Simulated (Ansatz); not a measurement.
Partial pair distribution functions of a relaxed model of amorphous Si₃₀N₄₀O, broadened by 0.06 Å; density 2.94 g/cm³. Method: PBE, scalar-relativistic without spin-orbit coupling (plane waves to 420 eV, PAW; Ansatz, a quantum-chemistry and plane-wave program). The usual formal charges leave 2 holes over, so the level spacing at the Fermi energy parts defect or band states and needn't be the band gap.

Preparation: random packing, a CHGNet melt and quench, and a DFT relaxation. O and N atoms were pushed apart under 1.9 Å during the dynamics, to hinder bonds among them. The hot cell started wider than the set density and was brought back towards it in steps. It is the lowest in DFT energy of 2 quenches. It is a model cell: composition and starting density were chosen by hand, and all elements were melted together. No dispersion term was used. Its density started from a set value of 2.94 and ended at 2.94 g/cm³. The simulated quench (nominally 380 K/ps over its main leg) is rapid and tends to freeze in more defects than a deposited or slowly cooled glass has. Values belong to this one cell and scatter from quench to quench. The volume was held where the preparation left it, at a PBE pressure of 2.8 GPa. Stress components on the final sampling reach 4.8 GPa.

| r (Å) | g Si-N | g Si-O | g Si-Si | g N-N |
|---|---|---|---|---|
| 1.35 | 0.00 | 0.00 | 0.00 | 0.02 |
| 1.45 | 0.00 | 0.30 | 0.00 | 0.19 |
| 1.55 | 0.45 | 4.17 | 0.00 | 0.14 |
| 1.65 | 5.06 | 3.99 | 0.00 | 0.01 |
| 1.75 | 9.55 | 3.85 | 0.00 | 0.00 |
| 1.85 | 4.34 | 2.57 | 0.00 | 0.00 |
| 1.95 | 0.96 | 0.11 | 0.00 | 0.00 |
| 2.05 | 0.17 | 0.00 | 0.00 | 0.00 |
| 2.15 | 0.01 | 0.00 | 0.00 | 0.00 |
| 2.25 | 0.00 | 0.00 | 0.04 | 0.02 |
| 2.35 | 0.05 | 0.00 | 0.29 | 0.29 |
| 2.45 | 0.07 | 0.00 | 0.74 | 0.65 |
| 2.55 | 0.10 | 0.00 | 0.65 | 1.05 |
| 2.65 | 0.09 | 0.00 | 0.73 | 2.04 |
| 2.75 | 0.20 | 0.00 | 1.85 | 3.23 |
| 2.85 | 0.35 | 0.00 | 2.59 | 3.50 |
| 2.95 | 0.53 | 0.09 | 3.43 | 3.39 |
| 3.05 | 0.69 | 1.17 | 2.80 | 2.15 |
| 3.15 | 0.82 | 0.97 | 1.87 | 1.16 |
| 3.25 | 1.06 | 1.63 | 1.26 | 0.77 |
| 3.35 | 1.26 | 3.87 | 1.33 | 0.50 |
| 3.45 | 1.04 | 1.76 | 0.64 | 0.33 |
| 3.55 | 1.20 | 0.27 | 0.31 | 0.38 |
| 3.65 | 1.13 | 0.00 | 0.18 | 0.34 |
| 3.75 | 0.84 | 0.00 | 0.40 | 0.38 |
| 3.85 | 1.03 | 0.14 | 0.41 | 0.53 |
| 3.95 | 1.35 | 1.27 | 0.36 | 0.43 |
| 4.05 | 1.48 | 2.72 | 0.44 | 0.62 |
| 4.15 | 1.58 | 1.97 | 0.97 | 0.57 |
| 4.25 | 1.53 | 1.34 | 0.78 | 0.70 |
| 4.35 | 1.63 | 1.27 | 0.84 | 0.77 |
| 4.45 | 1.66 | 0.95 | 0.95 | 0.91 |
| 4.55 | 1.17 | 0.33 | 0.99 | 1.02 |
| 4.65 | 0.82 | 1.23 | 1.06 | 1.16 |

Within 2.14 Å each Si has 3.97 N neighbours on average.
